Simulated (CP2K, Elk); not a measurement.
A CP2K input for a self-consistent single point of IrRh₃ (Pm-3m, 4 atoms in the cell) (DFT LDA (Pade form), GPW, DZVP-MOLOPT-SR-GTH basis, GTH-PADE potentials (GTH_POTENTIALS)):

```
&GLOBAL
  PROJECT scf
  RUN_TYPE ENERGY_FORCE
  PRINT_LEVEL LOW
&END GLOBAL
&FORCE_EVAL
  METHOD Quickstep
  STRESS_TENSOR ANALYTICAL
  &DFT
    BASIS_SET_FILE_NAME BASIS_MOLOPT
    POTENTIAL_FILE_NAME GTH_POTENTIALS
    &QS
      METHOD GPW
      EPS_DEFAULT 1E-10
    &END QS
    &MGRID
      CUTOFF 500
      REL_CUTOFF 50
      NGRIDS 5
    &END MGRID
    &SCF
      SCF_GUESS ATOMIC
      EPS_SCF 1E-7
      MAX_SCF 100
      ADDED_MOS 12
      &DIAGONALIZATION
        ALGORITHM STANDARD
      &END DIAGONALIZATION
      &MIXING
        METHOD BROYDEN_MIXING
        ALPHA 0.3
        NBUFFER 10
      &END MIXING
      &SMEAR ON
        METHOD FERMI_DIRAC
        ELECTRONIC_TEMPERATURE [K] 1160.45
      &END SMEAR
    &END SCF
    &KPOINTS
      SCHEME MONKHORST-PACK 6 6 6
      GAMMA_CENTERED T
    &END KPOINTS
    &XC
      &XC_FUNCTIONAL PADE
      &END XC_FUNCTIONAL
    &END XC
    &PRINT
      &MO
        EIGENVALUES T
        OCCUPATION_NUMBERS T
        NDIGITS 8
        FILENAME mo
        &EACH
          QS_SCF 0
        &END EACH
        ADD_LAST NUMERIC
      &END MO
      &MULLIKEN OFF
      &END MULLIKEN
    &END PRINT
  &END DFT
  &SUBSYS
    &CELL
      A 3.81706000 0.00000000 0.00000000
      B 0.00000000 3.81706000 0.00000000
      C 0.00000000 0.00000000 3.81706000
      PERIODIC XYZ
    &END CELL
    &COORD
      Ir       0.00000000     0.00000000     0.00000000
      Rh       0.00000000     1.90853000     1.90853000
      Rh       1.90853000     0.00000000     1.90853000
      Rh       1.90853000     1.90853000     0.00000000
    &END COORD
    &KIND Ir
      BASIS_SET DZVP-MOLOPT-SR-GTH-q17
      POTENTIAL GTH-PADE-q17
    &END KIND
    &KIND Rh
      BASIS_SET DZVP-MOLOPT-SR-GTH-q17
      POTENTIAL GTH-PADE-q17
    &END KIND
  &END SUBSYS
  &PRINT
    &FORCES ON
    &END FORCES
    &STRESS_TENSOR ON
    &END STRESS_TENSOR
  &END PRINT
&END FORCE_EVAL
```

**Question.** Give the Elk input for the same structure, mesh, smearing and functional.

**Answer.** One input that does it (others would too):

```
tasks
  0

rmtscf
  0.89

swidth
  0.00367493

maxscl
  100

avec
    7.2131980013    0.0000000000    0.0000000000
    0.0000000000    7.2131980013    0.0000000000
    0.0000000000    0.0000000000    7.2131980013

sppath
  './'

atoms
  2
  'Ir.in'
  1
  0.0000000000  0.0000000000  0.0000000000    0.0 0.0 0.0
  'Rh.in'
  3
  0.0000000000  0.5000000000  0.5000000000    0.0 0.0 0.0
  0.5000000000  0.0000000000  0.5000000000    0.0 0.0 0.0
  0.5000000000  0.5000000000  0.0000000000    0.0 0.0 0.0

ngridk
  6 6 6
```

Basis, cutoffs, solver keys and any potentials are the target program's own. This input uses DFT, LDA (PW92), all-electron FP-LAPW, Elk's shipped species files, default APW+lo basis. LDA parametrisations can differ slightly between programs.

The starting cell comes from a database of computed structures (which also holds hypothetical and non-ambient phases and stackings), without a prior relaxation at this level.
